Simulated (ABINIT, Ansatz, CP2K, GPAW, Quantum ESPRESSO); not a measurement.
# Code comparison for TaAs (I4_1md, 4 atoms in the cell)

Self-consistent single point, at a second geometry (lattice scaled by 0.98). First geometry:

```
TaAs
1.0
   -1.69599     1.69599     5.77992
    1.69599    -1.69599     5.77992
    1.69599     1.69599    -5.77992
Ta As
2 2
Direct
  0.49997   0.99997   0.50000
  0.74997   0.74997   0.00000
  0.08263   0.58263   0.50000
  0.33263   0.33263   0.00000
```

Shared settings, as Ansatz (a quantum-chemistry and plane-wave program) writes them: kpoints.mp_grid.grid = 8 8 8; scf.occupations.method = gaussian; scf.occupations.width = 0.0073 Ry. Potentials and cutoffs stand in the table.

| code | model | ΔF from the first geometry (meV/atom) | pressure (GPa) | largest force (eV/Å) | cutoff |
|---|---|---|---|---|---|
| Quantum ESPRESSO | PBE, PSlibrary PAW (PBE) pseudopotentials | 116.0 | 27.03 | 0.079 | 50 Ry |
| ABINIT | PBE, PAW (JTH v2.0 PBE PAW) | 115.9 | 26.97 | 0.090 | 20 Ha |
| GPAW | PBE, GPAW PAW datasets PBE (gpaw-data 1.0.1) | 120.6 | 28.03 | 0.089 | 550 eV |
| Ansatz | PBE, PAW files | 115.5 | 27.04 | 0.089 | default |
| CP2K | PBE, GPW, DZVP-MOLOPT-SR-GTH basis, GTH-PBE potentials (GTH_POTENTIALS) | 116.6 | 27.25 | 0.079 | grid 500 Ry |

On Ansatz's run: spin-orbit coupling is off. Spin polarisation is off.

The spread over the programs that give each value: ΔF from the first geometry within 5.1 meV/atom; pressure within 1.06 GPa; largest force within 0.011 eV/Å.

CP2K uses small atom-centred bases, whose incompleteness enters pressures, forces and empty levels differently from a plane-wave cutoff. Ansatz's pressure is given at a fixed set of plane waves, as the other plane-wave codes print theirs; with its correction for the finite basis it is 27.09 GPa.

The starting cell comes from a database of computed structures (which also holds hypothetical and non-ambient phases and stackings), without a prior relaxation at this level. Its lattice was rescaled by a random factor within 2.5 % of one. For this run, on top of that: lattice scaled by 0.98.

Left out of this page: Elk (not drawn, or without a comparable value); FLEUR (with a known weakness of the program); SIESTA (unsound by tests on forces, stress, charge or solver warnings).

Keys are those of Ansatz 0.2.
